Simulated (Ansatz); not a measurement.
Ansatz (a program for electronic structure) run on NbRu (P4/mmm, 2 atoms in the cell): relaxation of cell and atoms.

Method: LDA (PW92), default PAW files made with PBE (plane waves; Ansatz).

The change in words: atoms on their sites; basis.ecutwfc: 420 eV → 295 eV; relax: default → cell and atoms. Reference geometry:
```xyz
2
Lattice="3.0687 0.0000 0.0000 0.0000 3.0687 0.0000 0.0000 0.0000 3.4421" Properties=species:S:1:pos:R:3 pbc="T T T"
Nb     0.0000     0.0000     0.0500
Ru     1.5344     1.5344     1.7211
```

Reference input (self-consistent single point, DFT, LDA (PW92), plane waves, default PAW files made with PBE): basis.ecutwfc = 420 eV; kpoints.mp_grid.grid = 11 11 10; hamiltonian.xc = lda; hamiltonian.pseudopotentials = {kind: paw} (the program's default PAW files); scf.occupations.method = fermi_dirac; scf.occupations.width = 0.1 eV. This run's input differs from it in these lines:

Ansatz 0.2 input:
```diff
@@ -7,6 +7,6 @@
   atoms:
-    - { symbol: Nb, position: [0.000000, 0.000000, 0.014526] }
+    - { symbol: Nb, position: [0.000000, 0.000000, 0.000000] }
     - { symbol: Ru, position: [0.500000, 0.500000, 0.500000] }
 basis:
-  ecutwfc: 420.0 eV
+  ecutwfc: 295.0 eV
 kpoints:
@@ -18,2 +18,4 @@
   occupations: { method: fermi_dirac, width: 0.1 eV }
+relax:
+  cell: {}
 output:
```

The program printed (abridged):

```
   [... SCF lines of the steps left out ...]
relax step   1: F+E_penalty+E_count = -10200.85921682 eV  Δ(F+E_penalty+E_count) = +0.000e0 eV  max|allowed force component| = 2.367e-29 eV/Å  Δτ_max = 0.0000 Å  P = -15.504 GPa  Ω = 32.415 Å³  (6 SCF iters, dr2 threshold 1.00e-7 eV, accepted)
relax step   2: F+E_penalty+E_count = -10201.00100065 eV  Δ(F+E_penalty+E_count) = -1.418e-1 eV  max|allowed force component| = 1.726e-29 eV/Å  Δτ_max = 0.0000 Å  P = +36.401 GPa  Ω = 27.963 Å³  energy of the carried Pulay correction = +3.712e-1 eV  [...]
   [... lines left out ...]
relax step  16: F+E_penalty+E_count = -10200.96558441 eV  Δ(F+E_penalty+E_count) = -1.356e-5 eV  max|allowed force component| = 1.341e-29 eV/Å  Δτ_max = 0.0000 Å  P = +0.001 GPa  Ω = 30.334 Å³  energy of the carried Pulay correction = +1.076e-5 eV  [...]
relax step  17: F+E_penalty+E_count = -10200.96577756 eV  Δ(F+E_penalty+E_count) = -1.931e-4 eV  max|allowed force component| = 3.550e-29 eV/Å  Δτ_max = 0.0000 Å  P = -0.004 GPa  Ω = 30.334 Å³  stress off target by 3.47e-2 GPa  SCF on the basis [...]
basis re-selected at this cell: Δ(F+E_penalty+E_count) = -1.931e-4 eV, ΔP = -0.005 GPa vs the last step
the relaxation is at rest under the 16 symmetry operations that the run kept from its start: a minimum is not shown …
Stability not checked: this state was not tested for a lower state beside it, because too few of the mixer's solves of this state at the end of the SCF gave a …
Free energy (F): -10200.965778 eV
Internal energy: -10200.887325 eV  (E = F + TS)
   [... lines left out ...]
Fermi energy:    21.456913 eV
   [... lines left out ...]
to start a new deck from the relaxed geometry:
  cell:  # Å, volume = 30.3344 Å³
    - [2.995821704802252, 3.649285932720651e-34, 0.0]
    - [4.576088709284626e-34, 2.995821704802252, 0.0]
    - [0.0, 0.0, 3.379893003639743]
  atoms:
    - { symbol: Nb, position: [7.845919360543932e-36, -8.436781345830836e-37, 0.0] }
    - { symbol: Ru, position: [0.49999999999999994, 0.49999999999999994, 0.49999999999999994] }
```

The run converged.  The full log also holds: “iter 4 did not close the SCF: its close was put off for the readings that it lacked (scf_convergence_deferred on its scf_iter line)”. The full log also holds: “iter 5 did not close the SCF: its close was put off for the readings that it lacked (scf_convergence_deferred on its scf_iter line)”.

Summary of the result:
- Free energy E − TS (on the zero of these files): -10200.9658 eV
- Fermi level (on the code's own zero): 21.46 eV
- Pressure: 0.00 GPa
- Final cell: a = 2.996 Å, b = 2.996 Å, c = 3.380 Å, α = 90.00°, β = 90.00°, γ = 90.00°
- Final volume per atom: 15.17 Å³
- Relaxation steps: 17

The starting cell comes from a database of computed structures (which also holds hypothetical and non-ambient phases and stackings), without a prior relaxation at this level. Its lattice was rescaled by up to half a per cent. Spin polarisation is off. The relaxation keeps the symmetry of its start, so its end need not be a minimum. Ansatz's pressure includes its estimate of the finite-basis (Pulay) stress. Without the estimate this run gives -13.13 GPa. The cutoff lies below the one recommended for these files.

Cost on one core of a shared machine: roughly 60 s.
